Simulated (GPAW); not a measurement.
# Worked example: self-consistent single point of NaAsF6 (Fm-3m, 8 atoms in the cell) in GPAW

Method of the run: PBEsol, GPAW PAW datasets PBEsol (made by gpaw-setup) (plane waves; GPAW).

This input was run:

```python
from ase import Atoms
from ase.units import GPa
from gpaw import GPAW

atoms = Atoms(['Na', 'As', 'F', 'F', 'F', 'F', 'F', 'F'],
              cell=[[0.000000, 3.965923, 3.965923],
                    [3.965923, 0.000000, 3.965923],
                    [3.965923, 3.965923, 0.000000]],
              scaled_positions=[[0.500000, 0.500000, 0.500000],
                                [0.000000, 0.000000, 0.000000],
                                [0.781630, 0.781630, 0.218370],
                                [0.218370, 0.218370, 0.781630],
                                [0.218370, 0.781630, 0.781630],
                                [0.781630, 0.218370, 0.218370],
                                [0.781630, 0.218370, 0.781630],
                                [0.218370, 0.781630, 0.218370]],
              pbc=True)

calc = GPAW(mode={'name': 'pw', 'ecut': 900},
            xc='PBEsol',
            kpts={'size': (4, 4, 4), 'gamma': True},
            occupations={'name': 'fermi-dirac', 'width': 0.0},
            nbands=-4,
            convergence={'bands': -2},
            symmetry={'symmorphic': False, 'tolerance': 0.0005},
            maxiter=120,
            txt='-')

atoms.calc = calc

energy = atoms.get_potential_energy()
print('Energy (eV):', round(energy, 6))
forces = atoms.get_forces()
print('Forces (eV/Ang):')
print(forces.round(5))
stress = atoms.get_stress()
print('Stress (GPa, Voigt):', (stress / GPa).round(4))
```

Output (repeated stretches shortened):

```
Input parameters:
  convergence: {bands: -2}
  kpts: {gamma: True,
         size: (4, 4, 4)}
  maxiter: 120
  mode: {ecut: 900,
         name: pw}
  nbands: -4
  occupations: {name: fermi-dirac,
                width: 0.0}
  symmetry: {symmorphic: False,
             tolerance: 0.0005}
  xc: PBEsol

species:
  Na:
    name: Sodium
    Z: 11.0
    valence: 7
    core: 4
    charge: 0.0
    file: Na.PBEsol.gz

    # Using partial waves for Na as LCAO basis

  As:
    name: Arsenic
    Z: 33.0
    valence: 5
    core: 28
    charge: 0.0
    file: As.PBEsol.gz

    # Using partial waves for As as LCAO basis

  F:
    name: Fluorine
    Z: 9.0
    valence: 7
    core: 2
    charge: 0.0
    file: F.PBEsol.gz

    # Using partial waves for F as LCAO basis

Reference energy: -82103.504470  # eV

Spin-paired calculation

Convergence criteria:
 Maximum [total energy] change in last 3 cyles: 0.0005 eV / valence electron
 Maximum integral of absolute [dens]ity change: 0.0001 electrons / valence electron
 Maximum integral of absolute [eigenst]ate change: 4e-08 eV^2 / valence electron
 Maximum number of scf [iter]ations: 120

Symmetries present (total): 48
Symmetries with fractional translations: 0
64 k-points: 4 x 4 x 4 Monkhorst-Pack grid + [1/8,1/8,1/8]
8 k-points in the irreducible part of the Brillouin zone
       k-points in crystal coordinates                weights
   0:     0.00000000    0.00000000    0.00000000          1/64
   1:     0.25000000    0.25000000    0.00000000          6/64
   2:     0.25000000    0.25000000    0.25000000          8/64
   3:     0.50000000    0.25000000   -0.25000000          6/64
   4:     0.50000000    0.25000000    0.25000000         12/64
   5:     0.50000000    0.50000000    0.00000000          3/64
   6:     0.50000000    0.50000000    0.25000000         24/64
   7:     0.50000000    0.50000000    0.50000000          4/64

Wave functions: Plane wave expansion
  Cutoff energy: 900.000 eV
  Number of coefficients (min, max): 7612, 7727
  Pulay-stress correction: 0.000000 eV/Ang^3 (de/decut=0.000000)

Occupation numbers: # Zero width

Eigensolver

Densities:
  Coarse grid: 40*40*40 grid
  Fine grid: 80*80*80 grid
  Total Charge: 0.000000

Density mixing:
  Method: separate
  Backend: pulay
  Linear mixing parameter: 0.05
  old densities: 5
  Damping of long wavelength oscillations: 50

Hamiltonian:
  XC and Coulomb potentials evaluated on a 80*80*80 grid
  External potential:
    NoExternalPotential

XC parameters: PBEsol with 2 nearest neighbor stencil

Number of atoms: 8
Number of atomic orbitals: 35
Number of bands in calculation: 31
Number of valence electrons: 54
Bands to converge: 29

Density initialized from atomic densities
  31 bands from LCAO basis set

Atomic positions and initial magnetic moments

Positions:
   0 Na     3.965923    3.965923    3.965923    ( 0.0000,  0.0000,  0.0000)
   1 As     0.000000    0.000000    0.000000    ( 0.0000,  0.0000,  0.0000)
   2 F      3.965923    3.965923    6.199769    ( 0.0000,  0.0000,  0.0000)
   3 F      3.965923    3.965923    1.732077    ( 0.0000,  0.0000,  0.0000)
   4 F      6.199769    3.965923    3.965923    ( 0.0000,  0.0000,  0.0000)
   5 F      1.732077    3.965923    3.965923    ( 0.0000,  0.0000,  0.0000)
   6 F      3.965923    6.199769    3.965923    ( 0.0000,  0.0000,  0.0000)
   7 F      3.965923    1.732077    3.965923    ( 0.0000,  0.0000,  0.0000)

Unit cell:
           periodic     x           y           z      points  spacing
  1. axis:    yes    0.000000    3.965923    3.965923    40     0.1145
  2. axis:    yes    3.965923    0.000000    3.965923    40     0.1145
  3. axis:    yes    3.965923    3.965923    0.000000    40     0.1145

  Lengths:   5.608662   5.608662   5.608662
  Angles:   60.000000  60.000000  60.000000

Effective grid spacing dv^(1/3) = 0.1249

     iter     time        total  log10-change:
                         energy   eigst   dens
iter:   1 --:--:--   -40.794312   -0.04
iter:   2 --:--:--   -39.892975   -1.13  -1.08
iter:   3 --:--:--   -37.140412   +0.00  -1.14
iter:   4 --:--:--   -37.266336   -0.70  -1.49
iter:   5 --:--:--   -37.585385   -0.34  -1.59
iter:   6 --:--:--   -37.124003   -1.12  -1.66
iter:   7 --:--:--   -37.115591   -2.06  -2.33
iter:   8 --:--:--   -37.160208   -1.44  -2.64
iter:   9 --:--:--   -37.117458   -2.25  -2.14
iter:  10 --:--:--   -37.116356   -3.08  -2.63
iter:  11 --:--:--   -37.115010c  -2.72  -2.74
iter:  12 --:--:--   -37.114699c  -4.04  -3.22
iter:  13 --:--:--   -37.115114c  -3.48  -3.62
iter:  14 --:--:--   -37.115222c  -4.58  -3.15
iter:  15 --:--:--   -37.114899c  -4.64  -3.08
iter:  16 --:--:--   -37.114794c  -4.82  -3.24
iter:  17 --:--:--   -37.115314c  -4.09  -3.39
iter:  18 --:--:--   -37.114815c  -4.26  -3.05
iter:  19 --:--:--   -37.114666c  -3.87  -3.32
iter:  20 --:--:--   -37.114691c  -5.03  -4.30c
iter:  21 --:--:--   -37.114665c  -5.08  -3.75
iter:  22 --:--:--   -37.114665c  -6.15  -4.58c
iter:  23 --:--:--   -37.114665c  -6.81  -4.94c
iter:  24 --:--:--   -37.114665c  -7.44c -5.18c

Converged after 24 iterations.

Dipole moment: (-0.000000, -0.000000, -0.000000) |e|*Ang

Energy contributions relative to reference atoms: (reference = -82103.504470)

Kinetic:        +58.727348
Potential:      -51.860010
External:        +0.000000
XC:             -44.235499
Entropy (-ST):   +0.000000
Local:           +0.253495
SIC:             +0.000000
--------------------------
Free energy:    -37.114665
Extrapolated:   -37.114665

Showing only first 2 kpts
 Kpt  Band  Eigenvalues  Occupancy
  0    25     -3.19602    2.00000
  0    26     -3.19602    2.00000
  0    27      2.45796    0.00000
  0    28      6.43881    0.00000

  1    25     -3.34695    2.00000
  1    26     -3.19777    2.00000
  1    27      3.00453    0.00000
  1    28      6.75179    0.00000

Fermi level: -0.36903

Gap: 5.654 eV
Transition (v -> c):
  (s=0, k=0, n=26, [0.00, 0.00, 0.00]) -> (s=0, k=0, n=27, [0.00, 0.00, 0.00])
No difference between direct/indirect transitions
Energy (eV): -37.114665

Forces in eV/Ang:
  0 Na    0.00000    0.00000    0.00000
  1 As    0.00000   -0.00000    0.00000
  2 F    -0.00000    0.00000   -0.71489
  3 F     0.00000   -0.00000    0.71489
  4 F    -0.71489   -0.00000   -0.00000
  5 F     0.71489   -0.00000   -0.00000
  6 F     0.00000   -0.71489    0.00000
  7 F    -0.00000    0.71489   -0.00000

Stress tensor:
    -0.021083    -0.000000    -0.000000
    -0.000000    -0.021083     0.000000
    -0.000000     0.000000    -0.021083
Stress (GPa, Voigt): [-3.3779 -3.3779 -3.3779  0.     -0.     -0.    ]
```

The run converged in 24 iterations. GPAW prints stress with tension positive.

At such cutoffs GPAW's stress carries a finite-basis (Pulay) error, which enters relaxed cells too; its log prints stress with tension positive.

The starting cell comes from a database of computed structures (which also holds hypothetical and non-ambient phases and stackings), without a prior relaxation at this level. Its lattice was rescaled by a random factor within 2.5 % of one.

Cost on one core of a shared machine: roughly 2 min.
